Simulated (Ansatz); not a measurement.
Consider SrO in the rock salt structure (space group Fm-3m, No. 225; a = 5.122 Å). Axes: x, y, z lie along the cube axes.

All numbers come from DFT with PBEsol, PAW potentials and a 420 eV plane-wave cutoff in Ansatz (an electronic-structure program), no spin-orbit coupling.

Strains are applied to the cell and any free atomic positions relax.

One change was made to it. Results:

```tsv
quantity	base	after
band gap	3.20 eV	3.17 eV
shortest interatomic distance	2.561 Å	2.561 Å
energy relative to the base (free energy F)	0 meV/atom	+0.9 meV/atom
```

### Question
Which of these changes matches the shifts?
(A) isotropic strain +2.60 %
(B) isotropic strain +1.33 %
(C) tensor shear ε_xy = −0.88 %
(D) strain tensor (xx, yy, zz, yz, xz, xy) = (+0.98, −0.26, −0.02, +0.16, +1.86, −0.34) %

### Answer
C, tensor shear ε_xy = −0.88 %. For comparison, the energy relative to the base in the other runs: isotropic strain +2.60 % gives +27 meV/atom; strain tensor (xx, yy, zz, yz, xz, xy) = (+0.98, −0.26, −0.02, +0.16, +1.86, −0.34) % gives +4.8 meV/atom; isotropic strain +1.33 % gives +7.4 meV/atom.

Stability against distortions was not tested.
